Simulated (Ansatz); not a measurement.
Data:

End structure of a constructed model of the (0001) surface of hcp Ti, a pseudomorphic layer of Hf in the other hollow (bottom of the slab: a bare face, its two planes held):

```yaml
crystal:
  lattice:
    - [2.93864, 0.00000, 0.00000]
    - [-1.46932, 2.54493, 0.00000]
    - [0.00000, 0.00000, 31.00000]
  atoms:
    - { symbol: Ti, position: [0.66667, 0.33333, 0.26362] }
    - { symbol: Ti, position: [0.33333, 0.66667, 0.33864] }
    - { symbol: Ti, position: [0.66667, 0.33333, 0.41476] }
    - { symbol: Ti, position: [0.33333, 0.66667, 0.48944] }
    - { symbol: Ti, position: [0.66667, 0.33333, 0.56504] }
    - { symbol: Ti, position: [0.33333, 0.66667, 0.64095] }
    - { symbol: Hf, position: [0.00000, 0.00000, 0.71902] }
```

Set-up: 7 atoms, 14.7 Å thick at the start; mesh 15x15x1; 0.1 eV smearing; dipole correction on; 2 atoms held, the rest relaxed; start symmetry kept, larger cells not searched; no spin, no spin-orbit, no U. In PBE it lies 0.05 eV a 1x1 cell over the lowest computed structure of the same composition (a pseudomorphic layer of Hf in the host's stacking).

Problem. Predict the work function of the top face from Ansatz (a program for electronic structure) with PBE.

Solution. 4.62 eV
